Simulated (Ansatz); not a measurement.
GaSb (model structure, started from the BN type, Pm-3n, No. 223, 12 atoms in the cell), treated with r²SCAN in Ansatz (PAW).

Settings: plane-wave cutoff 560 eV, 8×8×8 k mesh, Fermi–Dirac smearing 0.05 eV, scalar-relativistic PAW data made under PBE.

Cell (relaxed at this level):

GaSb is modelled in the cubic space group Pm-3n (No. 223), Pearson symbol cP12. Conventional cell: a = b = c = 7.572 Å, α = β = γ = 90.00°. Ga on 6c is surrounded by 4 Sb at 2.677 Å. Sb on 6d is surrounded by 4 Ga at 2.677 Å. (Neighbours: up to the widest gap in distance over summed covalent radii, below 1.35, at either atom; cation-cation and far metal-metal contacts left out.)

Q: Give the computed band gap.

A: 
- band gap: 0.23 eV

Note: the relaxation could raise the start's symmetry but not lower it, so the cell can be a saddle point.

Spin–orbit coupling is not included; it can close the smallest gap of 0.23 eV.

Computed values are for the static lattice.

The result took roughly 4 core-minutes.

A model structure was made by putting elements into a prototype or built by hand; it is no filed structure, need not be a known phase, and can be a saddle point held by its symmetry.

Ansatz is a first-principles code.
